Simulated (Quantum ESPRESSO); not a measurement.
**Converging shifted k-point meshes: K (Im-3m, 1 atom in the cell)**

```xyz
1
Lattice="2.6532 2.6532 2.6532 -2.6532 2.6532 2.6532 -2.6532 -2.6532 2.6532" Properties=species:S:1:pos:R:3 pbc="T T T"
K      0.0000     0.0000     0.0000
```

Computed with PBE, PseudoDojo standard norm-conserving (PBE) pseudopotentials (plane waves; Quantum ESPRESSO).

Base settings: ecutwfc = 75 Ry; occupations = smearing; smearing = fd; degauss = 0.0073499 Ry; potentials = {K: K.upf}; K_POINTS = automatic 9 9 9 0 0 0; conv_thr = 1e-08 Ry; mixing_beta = 0.4.

Only quantities that move along the ladder and can be compared are tabulated.

The count of work is k-points × plane waves × bands × iterations; it is no time. Core times come from one kind of shared machine, to one figure; runs under 30 s give none.

The starting cell has typed, rounded lattice constants, without a prior relaxation at this level. Its lattice was rescaled by up to half a per cent.

```tsv
K_POINTS	free energy less the last step's (meV/atom)	pressure (GPa)	count of work / last	core time / last (rough)
automatic 2 2 2 1 1 1	37.05	0.16	0.0029	–
automatic 3 3 3 1 1 1	19.73	0.00	0.0059	–
automatic 4 4 4 1 1 1	-9.92	-0.02	0.0088	–
automatic 5 5 5 1 1 1	18.77	0.00	0.013	–
automatic 6 6 6 1 1 1	-9.98	-0.05	0.021	–
automatic 7 7 7 1 1 1	5.27	-0.02	0.025	–
automatic 8 8 8 1 1 1	-2.42	-0.04	0.033	–
automatic 9 9 9 1 1 1	0.76	-0.03	0.051	–
automatic 10 10 10 1 1 1	-0.45	-0.03	0.055	–
automatic 13 13 13 1 1 1	0.06	-0.03	0.11	0.1
automatic 15 15 15 1 1 1	-0.01	-0.03	0.15	0.2
automatic 19 19 19 1 1 1	-0.02	-0.04	0.32	0.3
automatic 23 23 23 1 1 1	0.00	-0.04	0.54	0.5
automatic 29 29 29 1 1 1	0.00	-0.04	1.0	1
```

Coarsest K_POINTS that holds the free energy within 2 meV/atom of the last step, with all finer ones: automatic 9 9 9 1 1 1, at 0.051 of the last step's count of work; the step before is off by 2.4 meV/atom.

Coarsest K_POINTS that holds the pressure within 0.1 GPa of the last step, with all finer ones: automatic 3 3 3 1 1 1, at 0.0059 of the last step's count of work; the step before is off by 0.19 GPa.
